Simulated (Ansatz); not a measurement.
TiC under load (space group I4/mmm), PBEsol, DFPT electron-phonon coupling, linearised Boltzmann equation run with Ansatz (an electronic-structure program). Condition of this run: biaxial stress xx = yy = -3 GPa (compression positive) (the target of the relaxation). Phonon-limited resistivity 13.0 μΩ·cm at 300 K, 20.8 μΩ·cm at 400 K, Drude plasma energy 3.60 eV.

Problem. What temperature coefficient of resistance follows, and how does it compare with 1/T?

Solution. (ρ₄₀₀ − ρ₃₀₀)/(100 K × ρ₃₀₀) = 6.00×10⁻³ K⁻¹, against 1/T = 3.33×10⁻³ K⁻¹ for a resistivity proportional to T. It lies higher because phonons are still being populated at 300 K; impurities would add a constant and lower it.

Problem. What Drude relaxation time do resistivity and plasma energy imply?

Solution. ω_p = 5.47e15 s⁻¹, so τ = 1/(ε₀ ω_p² ρ) = 29.0 fs, a damping ħ/τ of 22.7 meV.

Problem. Estimate the electronic thermal conductivity at 300 K by the Wiedemann-Franz law (L₀ = 2.44×10⁻⁸ W·Ω/K²).

Solution. L₀T/ρ = 2.44×10⁻⁸ × 300/(13.0×10⁻⁸) = 56.3 W/(m·K). Inelastic scattering puts the true Lorenz number somewhat under L₀ near and below the Debye temperature.

A metal at this level (no band gap). Only scattering by harmonic phonons is included (no impurities, grain boundaries, electron-electron scattering or thermal expansion). Spin-orbit coupling is left out. Halving the electron mesh (32x32x32) moves the resistivity by up to 5 % at 300 K. Smearing 0.20 eV; phonons on a 6x6x6 q mesh, which this run doesn't test.
